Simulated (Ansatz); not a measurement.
Consider a periodic stack without vacuum, zinc-blende CuI (0 0 1) on cubic CsPbBr3 (0 0 1) (film strained to the substrate, started from cuts of the bulks and a machine-learned relaxation; slabs Cs2Pb3Br8 and Cu8I8, which can lie off the formulas): substrate slab Cs2Pb3Br8, film Cu8I8, surface cells [[0, 1], [-1, 0]] and [[0, -1], [2, 1]], film strained by -1.3 and -1.3 %, outermost planes BrPb/BrPb and I/Cu as cut, which need not be the usual terminations and can put a slab off its formula. Its start:

```
CELL_PARAMETERS angstrom
      6.00000     0.00000     0.11217
      0.00000     6.00000    -0.11204
     -1.47782    -1.52160    28.43645
ATOMIC_POSITIONS crystal
  Cs 0.05446 0.02841 0.16564
  Pb 0.61315 0.40596 0.03873
  Br 0.11852 0.35149 0.03662
  Br 0.66705 0.89960 0.03663
  Br 0.59129 0.47856 0.13966
  Cs 0.09798 0.09268 0.38164
  Pb 0.58220 0.54765 0.25969
  Br 0.08061 0.54859 0.24263
  Br 0.57275 0.04073 0.24263
  Br 0.61453 0.56613 0.36103
  Pb 0.62032 0.61982 0.48026
  Br 0.12115 0.61595 0.45910
  Br 0.61343 0.10839 0.45909
  Cu 0.65760 0.71138 0.73924
  Cu 0.15874 0.21171 0.73950
  Cu 0.14508 0.66852 0.63105
  Cu 0.64624 0.16966 0.63102
  Cu 0.67323 0.79982 0.95434
  Cu 0.17749 0.30400 0.95433
  Cu 0.16581 0.75791 0.84737
  Cu 0.66712 0.25723 0.84831
  I  0.39912 0.94462 0.68768
  I  0.89998 0.44407 0.68782
  I  0.88072 0.89562 0.58032
  I  0.39507 0.40999 0.58032
  I  0.41522 0.03520 0.90403
  I  0.91685 0.53691 0.90404
  I  0.90693 0.99034 0.79525
  I  0.40849 0.48964 0.79548
```

The start was prepared with a machine-learned potential, and the result is one local minimum, with the in-plane cell held and forces under 0.04 eV/Å; the film can end far from its bulk form.

The numbers are results of PBE (plane waves to 420 eV, PAW; Ansatz, a quantum-chemistry and plane-wave program), not measurements. No spin–orbit coupling; the runs are not spin-polarised. Its k-point mesh 4×4×1, Fermi–Dirac width 0.05 eV.

Q: Predict the relaxed interface.

A: interface area: 36.0 Å²
period: 29.53 Å
heights between the nearest atoms of the two slabs at the two interfaces: 2.52 and 2.36 Å
Br–Cu contacts across the interfaces within 1.22 times the sum of covalent radii: 2, mean 2.36 Å
I–Pb contacts across the interfaces within 1.22 times the sum of covalent radii: 2, mean 3.32 Å
two interfaces: unlike, so that offsets are their mean
